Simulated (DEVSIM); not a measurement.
Device: n-channel Si planar bulk MOSFET with SiO2, at 350 K.

```
Item                                                          Value
-----------------------  ------------------------------------------
Gate length                                                  130 nm
Source drain length                                          104 nm
Dielectric thickness                                         2.7 nm
Lateral straggle                                            10.4 nm
Underlap                                                       0 nm
Junction depth                                              59.3 nm
Substrate depth                                              356 nm
Gate work function                                          4.05 eV
Source and drain doping  5.4e19 cm⁻³, Gaussian tails under the gate
Body doping                                             5.8e17 cm⁻³
Lifetime                                                     9e-8 s
Supply                                                          1 V
```

All mobilities are scaled by 1; velocity saturation, μ/(1 + (μE/vsat)^b)^(1/b) with b = 2 for electrons and 1 for holes and E the electric field along each mesh edge, is on. Mobility is constant in doping.

This is a model device: material constants are rounded textbook-type values typed into the input, and sizes, dopings and lifetimes were drawn at random. Values at 300 K; Nc and Nv go as T^1.5, mobilities as T to minus their exponent, the gap by Varshni's rule with the affinity fixed.

Si: gap (eV) 1.124, affinity (eV) 4.05, permittivity 11.7, Nc (cm⁻³) 2.86e19, Nv (cm⁻³) 3.1e19, μn (cm²/Vs) 1417, μp (cm²/Vs) 470, T exponent of μn 2.3, T exponent of μp 2.2, vsat,n (cm/s) 1e7, vsat,p (cm/s) 8.4e6, Varshni α (eV/K) 0.000473, Varshni β (K) 636. SiO2: gap (eV) 9, affinity (eV) 0.9, permittivity 3.9.

Simulated with DEVSIM: 2D drift-diffusion, Boltzmann statistics, complete ionisation; no quantum confinement, tunnelling, impact ionisation, self-heating, contact resistance or fringe fields beside the gate. Metal contacts follow the ideal Schottky-Mott rule: no Fermi-level pinning, no interface dipoles.

Transfer curves, |Id| in μA/μm:

| Vg (V) | Vd = 0.05 V | Vd = 1 V |
|---|---|---|
| -0.3 | 8.011e-5 | 0.0004569 |
| -0.25 | 0.0002914 | 0.001652 |
| -0.2 | 0.001063 | 0.005996 |
| -0.15 | 0.003890 | 0.02179 |
| -0.1 | 0.01423 | 0.07905 |
| -0.05 | 0.05185 | 0.2844 |
| 0 | 0.1871 | 1.002 |
| 0.05 | 0.6593 | 3.351 |
| 0.1 | 2.190 | 9.986 |
| 0.15 | 6.419 | 24.54 |
| 0.2 | 15.38 | 48.53 |
| 0.25 | 29.56 | 80.45 |
| 0.3 | 47.67 | 118.1 |
| 0.35 | 68.18 | 159.7 |
| 0.4 | 90.02 | 204.2 |
| 0.45 | 112.6 | 250.9 |
| 0.5 | 135.5 | 299.4 |
| 0.55 | 158.7 | 349.2 |
| 0.6 | 181.8 | 400.1 |
| 0.65 | 205.0 | 452.0 |
| 0.7 | 228.1 | 504.7 |
| 0.75 | 251.1 | 558.0 |
| 0.8 | 274.0 | 612.0 |
| 0.85 | 296.8 | 666.5 |
| 0.9 | 319.4 | 721.4 |
| 0.95 | 341.8 | 776.8 |
| 1 | 364.1 | 832.5 |

Task: Work out the subthreshold swing at low drain bias from the rows at -0.2 and -0.15 V, and compare it with the thermal limit.

Result: log10(0.003890/0.001063) = 0.563 over 50.0 mV, so S = 88.7 mV/decade. The limit kT/q ln 10 is 69.4 mV/decade; the ratio is 1.28. This is the steepest step of the table.

Task: Find both thresholds at the constant current 0.1 μA × (1 μm/L) a micrometre, and the DIBL.

Result: The current is 0.769 μA/μm. Interpolating ln Id gives 0.056 V and -0.010 V; their difference over the 0.95 V of drain bias is 70 mV/V.

Source and drain are degenerate, where Boltzmann statistics are only rough. The electric field that drives the saturation includes the junctions' built-in field, which lowers the mobility there even at small currents: subthreshold currents come out too low, a known weakness of this choice.
